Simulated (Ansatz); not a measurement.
# Fluorite PbF₂ (high-temperature phase)

All values below come from HSE06 (PAW; Ansatz, a first-principles code).

Run with plane-wave cutoff 460 eV, 8×8×8 k mesh, Fermi–Dirac smearing 0.01 eV, scalar-relativistic PAW data made under PBE.

Cell: relaxed at this level.

```json
{
  "equilibrium_volume_per_atom": "17.58 Å³/atom",
  "bulk modulus B0": "71.4 GPa",
  "lattice_constant_a": "5.953 Å",
  "band_gap": "5.74 eV (on the SCF k mesh)",
  "smallest_direct_gap_on_the_k_points_sampled": "5.87 eV",
  "direct gap at Γ": "10.71 eV",
  "pressure derivative B′ of the bulk modulus": "4.7"
}
```

Measured, for comparison: equilibrium volume per atom 17.46 Å³/atom, bulk modulus 64 GPa, lattice constant a 5.94 Å (temperature not stated, not corrected to a static lattice; as tabulated in Cadelano and Cappellini (2011), arXiv:1107.5962). Computed (rounded) less measured: equilibrium volume per atom +0.7 %, bulk modulus +12 %, lattice constant a +0.2 %.

Spin–orbit coupling is not included; with these elements it can move the gap by several tenths of an eV or more.

Static lattice: no zero-point or thermal effects.
